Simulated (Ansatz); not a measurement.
Relaxation of the outer planes of the (100) surface of rutile TiO2 in its 1x1 cell (cut with top plane O, bottom plane O), outermost plane spacing 0.90 Å in the ideal cut.

These are PBE (plane waves to 420 eV, PAW; Ansatz, a quantum-chemistry and plane-wave program) values and carry that method's errors.

Set-up: 15 atoms, O10Ti5, 11.1 Å thick at the start; mesh 9x6x1; 0.025 eV smearing; dipole correction on; all atoms relaxed; symmetry of the start imposed; no spin, no spin-orbit, no U.

```tsv
plane	atoms	bulk spacing to the next (Å)	relaxed spacing (Å)	change (%)	rumpling (Å)
1	O	0.905	0.997	10.1	0.00
2	Ti	0.905	0.807	-10.9	0.00
```
